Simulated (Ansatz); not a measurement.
What uniaxial strain ε_zz = −1.80 % does to WSe2

Consider WSe₂ (space group P6_3/mmc, No. 194; a = 3.230 Å, c = 12.411 Å; layered, stacked along the Cartesian z axis). Axes: x lies along a and z along c of the hexagonal cell.

One thing is altered: uniaxial strain ε_zz = −1.80 %, all other strain components held at zero, atoms relaxed at fixed cell.

Calculations: PBEsol-D3(BJ) (Ansatz, an electronic-structure program, PAW, without spin-orbit coupling). Settings: 12×12×3 k-points, 0.05 eV Fermi–Dirac smearing.

The volume per atom shrinks by 0.34 Å³ (18.70 Å³ → 18.36 Å³) and the space group is still P6_3/mmc (No. 194). The shortest interatomic distance falls by 0.004 Å, from 2.511 Å to 2.507 Å and the energy goes up by 2.2 meV/atom. The pressure (mean of the normal stresses, compression positive) goes from zero to 1.05 GPa and the band gap shrinks by 0.10 eV (0.67 eV → 0.57 eV). The gap character stays indirect, Γ → K–Γ (47 % along) and the smallest direct gap decreases by 0.10 eV, from 1.65 eV to 1.55 eV. The hole mass becomes 2.1 mₑ along z, 0.50 mₑ across (at Γ) (base: 1.5 mₑ along c, 0.60 mₑ across (at Γ)) and the valence-band top at Γ (three highest levels, from the VBM) changes from 0.00, -0.78, -1.48 eV to 0.00, -0.63, -1.55 eV. The largest internal atomic displacement comes out as 0.025 Å and the stress (xx, yy, zz, yz, xz, xy; compression positive) comes out as (0.46, 0.46, 2.22, 0.00, 0.00, 0.00) GPa.

Final structure:

```yaml
crystal:
  lattice:
    - [3.23049, 0.00000, 0.00000]
    - [-1.61525, 2.79769, 0.00000]
    - [0.00000, 0.00000, 12.18768]
  atoms:
    - { symbol: W, position: [0.66667, 0.33333, 0.75000] }
    - { symbol: W, position: [0.33333, 0.66667, 0.25000] }
    - { symbol: Se, position: [0.66667, 0.33333, 0.38749] }
    - { symbol: Se, position: [0.33333, 0.66667, 0.88749] }
    - { symbol: Se, position: [0.33333, 0.66667, 0.61251] }
    - { symbol: Se, position: [0.66667, 0.33333, 0.11251] }
```

Spin-orbit coupling, missing from the scalar runs, can matter with W. Masses are band curvatures over ±0.01 Å⁻¹ around the edge. No phonon test of stability was made.
